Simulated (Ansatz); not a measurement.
A user runs Ansatz (a quantum-chemistry and plane-wave program) on MnZn3 (Pm-3m, 4 atoms in the cell) and asks whether the run is sound. The aim is a self-consistent single point with DFT, PBEsol, plane waves, default PAW files made with PBE.

Cell that was meant: a = 3.8600 Å, b = 3.8600 Å, c = 3.8600 Å, α = 90.00°, β = 90.00°, γ = 90.00°.

Part of the input:

```yaml
# MnZn3
crystal:
  lattice:
    - [2.04262400, 0.00000000, 0.00000000]
    - [0.00000000, 2.04262400, 0.00000000]
    - [0.00000000, 0.00000000, 2.04262400]
  atoms:
    - { symbol: Mn, position: [0.00000000, 0.00000000, 0.00000000], spin: 4.0 }
    - { symbol: Zn, position: [0.00000000, 0.50000000, 0.50000000] }
```

Output, abridged:

```
WARN ansatz: RAYON_NUM_THREADS=1 ignored (pool sized by the plan → 1); use --threads N
Pseudopotentials: kind: paw
   [... lines left out ...]
PAW frozen core: Zn, regenerated for the run's functional, and the local potential with it
Initial density: superposition of atomic densities (chi_scale 0.1, normalization cell)
Starting moments: Σ|m| = 4 μB on 1 of 4 sites
Initial wavefunctions: pseudopotential atomic-orbital guess
Eigensolver: davidson
Functional: x = pbesol(κ = 0.804, μ = 0.12345679012345678), c = pbesol(β = 0.046)
SCF iter   1: F=—  HF=-13256.081485 eV  |F-HF|=—  |Δ(HF+E_count)|=         —  Δρ=1.03e0 (↑3.78e-1 ↓1.03e0)  dr2=6.08e1  dr2_m=1.74e1  M=0.064 μB ∫|m|=0.117 μB  β_m=0.30  ethr=3.10e-3  ⟨swp⟩=17.7  Hψ=37148  notcnv=0
Mixer restart at iter 1: flushing history
all-band conjugate gradients solve this SCF's bands
preconditioner: auto → none
   [... lines left out ...]
SCF iter  10: F=—  HF=-13352.707671 eV  |F-HF|=—  |Δ(HF+E_count)|=   1.08e-6  Δρ=9.73e-6 (↑8.70e-6 ↓9.73e-6)  dr2=9.29e-9  dr2_m=1.11e-10  M=0.000 μB ∫|m|=0.000 μB  β_m=0.92  ethr=2.44e-11  ⟨swp⟩=19.8  Hψ=41254  notcnv=0  defer=207
SCF iter  11: F=-13352.707671 eV  HF=-13352.707671 eV  |F-HF|=3.01e-9  |Δ(HF+E_count)|=   6.69e-9  Δρ=4.66e-6 (↑4.31e-6 ↓4.66e-6)  dr2=3.58e-9  dr2_m=7.22e-12  M=0.000 μB ∫|m|=0.000 μB  ethr=1.82e-11  ⟨swp⟩=50.9  Hψ=79674  notcnv=0
SCF 1 converged in 11 iterations: F = -13352.707671 eV  dr2 = 3.58e-9
WARN: the starting moments were not kept: the SCF closed with an absolute magnetisation of 6.0e-7 μB, where they sum to 4 μB in size (1 site) …
   [... lines left out ...]
Absolute magnetization: 0.0000 μB (∫|ρ↑−ρ↓|, with the PAW one-centre terms)
Free energy (F): -13352.707671 eV
Fermi energy:    102.649004 eV
   [... lines left out ...]
   [... zero for the other atoms too ...]
--- Stress (GPa, compression-positive) ---
    12709.517644      -0.000000       0.000000
        0.000000   12709.517644       0.000000
        0.000000       0.000000   12709.517644
  P = ⅓ Tr σ = 12709.5176 GPa (127095.176 kbar)
  The stress holds the Pulay correction. Without it, at fixed plane waves, as pw.x and ABINIT print it: P = 12515.8919 GPa
```

Q: Is this run sound? If not, what is wrong?

A: The run is not sound. The fault is this: lattice multiplied by the bohr radius once too often. 1 bohr is 0.529 Å, so a mix-up scales every length by 1.89 or 0.529 and the volume by 6.75 or 0.148. To fix it, give the lengths in the unit that the key or card expects. The run converged in 11 iterations without an error; against the sound input the free energy rises by 89.7 eV/atom, the pressure goes from -8.39 to 12710 GPa and the size of the net moment goes from 0.72 to 0.00 μB/atom.

An input that runs soundly differs in these lines (not the only fix; some lines may just follow from the change or write a value another way):
```diff
-    - [2.04262400, 0.00000000, 0.00000000]
-    - [0.00000000, 2.04262400, 0.00000000]
-    - [0.00000000, 0.00000000, 2.04262400]
+    - [3.86000000, 0.00000000, 0.00000000]
+    - [0.00000000, 3.86000000, 0.00000000]
+    - [0.00000000, 0.00000000, 3.86000000]
```

With that input, the run converged in 12 iterations: free energy E − TS (on the zero of these files) -13711.4254 eV; Fermi level (on the code's own zero) 12.15 eV; pressure -8.39 GPa; size of the cell's spin moment 2.86 μB (DFT, PBEsol, plane waves, default PAW files made with PBE).

On the sound input: the starting cell comes from a database of published, mostly measured structures (it also holds non-ambient and calculated ones), without a prior relaxation at this level. With one magnetic atom in the cell only a parallel order is possible. With a pressure of about -8 GPa the cell is away from its equilibrium volume at this level. Ansatz's pressure includes its estimate of the finite-basis (Pulay) stress.
